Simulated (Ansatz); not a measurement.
## What a tighter setting buys: kpoints.mp_grid.grid, Cs3Al2F9 (P6_3/mmc, 28 atoms in the cell)

Cell: a = 6.3373 Å, b = 6.3373 Å, c = 14.9165 Å, α = 90.00°, β = 90.00°, γ = 120.00°.

Method: r2SCAN, default PAW files made with PBE (plane waves; Ansatz, an electronic-structure program).

Base settings: basis.ecutwfc = 500 eV; kpoints.mp_grid.grid = 3 3 2; hamiltonian.xc = r2scan; hamiltonian.pseudopotentials = {kind: paw} (the program's default PAW files); scf.occupations.method = cold; scf.occupations.width = 0.1 eV.

Misses are taken against the tightest run, 10 10 4, which need not be fully converged itself. The energy is the free energy per atom.

The count of work is k-points × plane waves × bands × iterations; it is no time, and leaves out set-up, grids and terms that scale otherwise. Core times come from one kind of shared machine and are given to one figure; runs under 30 s give none.

The starting cell comes from a database of published, mostly measured structures (it also holds non-ambient and calculated ones), without a prior relaxation at this level. Its lattice was rescaled by a random factor within 2.5 % of one. In the base run, with a pressure of about -4 GPa the cell is away from its equilibrium volume at this level. In the base run, forces exceed 1 eV/Å. Ansatz's pressure includes its estimate of the finite-basis (Pulay) stress.

| kpoints.mp_grid.grid | energy less reference (meV/atom) | pressure less reference (GPa) | largest difference in the force on any atom (eV/Å) | count of work / reference | core time / reference (rough) |
|---|---|---|---|---|---|
| 1 1 1 | 98.99 | 1.95 | 0.302 | 0.024 | – |
| 2 2 1 | 0.48 | 0.02 | 0.003 | 0.048 | 0.1 |
| 3 3 1 | 0.01 | 0.00 | 0.000 | 0.071 | 0.1 |
| 3 3 2 | 0.00 | 0.00 | 0.000 | 0.14 | 0.2 |
| 4 4 2 | 0.00 | 0.00 | 0.000 | 0.19 | 0.2 |
| 5 5 2 | 0.00 | 0.00 | 0.000 | 0.24 | 0.3 |
| 6 6 3 | 0.00 | 0.00 | 0.000 | 0.33 | 0.3 |
| 7 7 3 | 0.00 | 0.00 | 0.000 | 0.38 | 0.4 |
| 8 8 3 | 0.00 | 0.00 | 0.000 | 0.48 | 0.5 |
| 10 10 4 | 0.00 | 0.00 | 0.000 | 1.0 | 1 |

Coarsest setting among those run that, with all tighter ones, holds the energy within 10 meV/atom of the reference: 2 2 1, off by 0.48 meV/atom; it needs 0.048 of the reference's count of work and about 0.1 of the reference's time.

Left out of this page: 2 runs of the series stopped by limits of time or memory.

Keys are those of Ansatz 0.2.
